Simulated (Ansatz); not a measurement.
# The (211) surface of bcc Na in its 1x1 cell, outermost plane spacing 1.71 Å in the ideal cut

Computed with r2SCAN, at the PBE geometry (plane waves to 500 eV, PAW; Ansatz, a first-principles code).

Model: 7-atom slab, 10.3 Å thick at the start (thin: gaps and levels are the slab's own), 10x7x1 mesh, Fermi-Dirac 0.1 eV, dipole correction, single point; on the structure that PBE left under its start's symmetry; no spin, no spin-orbit, no U.

The surface energy (mean of both faces) is 0.26 J/m², the work function of the top face comes out as 2.74 eV and the cost is around 100 core-seconds (rough).
